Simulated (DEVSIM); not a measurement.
System: Schottky contact on n-type Si, at 300 K.

| layer (left to right) | material | thickness (μm) | Nd (cm⁻³) | τn (s) | τp (s) |
|---|---|---|---|---|---|
| 1 | Si | 1.70 | 4.9e16 | 7.4e-5 | 7.4e-5 |

Left contact: Schottky, work function 4.71 eV, emission velocity 2.1e6 cm/s. Right contact: ohmic. Voltage is applied to the left contact. Recombination: SRH at mid-gap, radiative. Mobility is constant in doping.

This is a model device: material constants are rounded textbook-type values typed into the input, and sizes, dopings and lifetimes were drawn at random. Values at 300 K.

```csv
parameter,Si
gap (eV),1.124
affinity (eV),4.05
permittivity,11.7
Nc (cm⁻³),2.86e19
Nv (cm⁻³),3.1e19
μn (cm²/Vs),1417
μp (cm²/Vs),470
B (cm³/s),4.7e-15
```

Model (solved in DEVSIM): 1D drift-diffusion, Boltzmann statistics, complete ionisation; no tunnelling, impact ionisation, image-force lowering or self-heating. Metal contacts follow the ideal Schottky-Mott rule: no Fermi-level pinning, no interface dipoles.

### Question
Tabulate band edges, carrier densities and field at zero bias.

### Answer
Energies count from the Fermi level of the right contact; mesh points crowd at the junctions.

```json
[
 {"x (μm)": "0.000", "Ec (eV)": "0.660", "Ev (eV)": "-0.464", "n (cm⁻³)": "2.3e8", "p (cm⁻³)": "5.0e11", "field (V/cm)": "-84000"},
 {"x (μm)": "0.009229", "Ec (eV)": "0.585", "Ev (eV)": "-0.539", "n (cm⁻³)": "4.2e9", "p (cm⁻³)": "2.8e10", "field (V/cm)": "-77000"},
 {"x (μm)": "0.02190", "Ec (eV)": "0.493", "Ev (eV)": "-0.631", "n (cm⁻³)": "1.5e11", "p (cm⁻³)": "7.9e8", "field (V/cm)": "-68000"},
 {"x (μm)": "0.03682", "Ec (eV)": "0.401", "Ev (eV)": "-0.723", "n (cm⁻³)": "5.3e12", "p (cm⁻³)": "2.2e7", "field (V/cm)": "-56000"},
 {"x (μm)": "0.07046", "Ec (eV)": "0.254", "Ev (eV)": "-0.870", "n (cm⁻³)": "1.6e15", "p (cm⁻³)": "74000", "field (V/cm)": "-31000"},
 {"x (μm)": "0.1060", "Ec (eV)": "0.185", "Ev (eV)": "-0.939", "n (cm⁻³)": "2.3e16", "p (cm⁻³)": "5100", "field (V/cm)": "-9700"},
 {"x (μm)": "0.1548", "Ec (eV)": "0.166", "Ev (eV)": "-0.958", "n (cm⁻³)": "4.6e16", "p (cm⁻³)": "2500", "field (V/cm)": "-880"},
 {"x (μm)": "0.2421", "Ec (eV)": "0.165", "Ev (eV)": "-0.959", "n (cm⁻³)": "4.9e16", "p (cm⁻³)": "2400", "field (V/cm)": "≈ 0"},
 {"x (μm)": "0.3417", "Ec (eV)": "0.165", "Ev (eV)": "-0.959", "n (cm⁻³)": "4.9e16", "p (cm⁻³)": "2400", "field (V/cm)": "≈ 0"},
 {"x (μm)": "0.4784", "Ec (eV)": "0.165", "Ev (eV)": "-0.959", "n (cm⁻³)": "4.9e16", "p (cm⁻³)": "2400", "field (V/cm)": "≈ 0"},
 {"x (μm)": "0.6394", "Ec (eV)": "0.165", "Ev (eV)": "-0.959", "n (cm⁻³)": "4.9e16", "p (cm⁻³)": "2400", "field (V/cm)": "≈ 0"},
 {"x (μm)": "0.9783", "Ec (eV)": "0.165", "Ev (eV)": "-0.959", "n (cm⁻³)": "4.9e16", "p (cm⁻³)": "2400", "field (V/cm)": "≈ 0"},
 {"x (μm)": "1.181", "Ec (eV)": "0.165", "Ev (eV)": "-0.959", "n (cm⁻³)": "4.9e16", "p (cm⁻³)": "2400", "field (V/cm)": "≈ 0"},
 {"x (μm)": "1.329", "Ec (eV)": "0.165", "Ev (eV)": "-0.959", "n (cm⁻³)": "4.9e16", "p (cm⁻³)": "2400", "field (V/cm)": "≈ 0"},
 {"x (μm)": "1.458", "Ec (eV)": "0.165", "Ev (eV)": "-0.959", "n (cm⁻³)": "4.9e16", "p (cm⁻³)": "2400", "field (V/cm)": "≈ 0"},
 {"x (μm)": "1.531", "Ec (eV)": "0.165", "Ev (eV)": "-0.959", "n (cm⁻³)": "4.9e16", "p (cm⁻³)": "2400", "field (V/cm)": "≈ 0"},
 {"x (μm)": "1.583", "Ec (eV)": "0.165", "Ev (eV)": "-0.959", "n (cm⁻³)": "4.9e16", "p (cm⁻³)": "2400", "field (V/cm)": "≈ 0"},
 {"x (μm)": "1.618", "Ec (eV)": "0.165", "Ev (eV)": "-0.959", "n (cm⁻³)": "4.9e16", "p (cm⁻³)": "2400", "field (V/cm)": "≈ 0"},
 {"x (μm)": "1.656", "Ec (eV)": "0.165", "Ev (eV)": "-0.959", "n (cm⁻³)": "4.9e16", "p (cm⁻³)": "2400", "field (V/cm)": "≈ 0"},
 {"x (μm)": "1.674", "Ec (eV)": "0.165", "Ev (eV)": "-0.959", "n (cm⁻³)": "4.9e16", "p (cm⁻³)": "2400", "field (V/cm)": "≈ 0"},
 {"x (μm)": "1.688", "Ec (eV)": "0.165", "Ev (eV)": "-0.959", "n (cm⁻³)": "4.9e16", "p (cm⁻³)": "2400", "field (V/cm)": "≈ 0"},
 {"x (μm)": "1.700", "Ec (eV)": "0.165", "Ev (eV)": "-0.959", "n (cm⁻³)": "4.9e16", "p (cm⁻³)": "2400", "field (V/cm)": "≈ 0"}
]
```
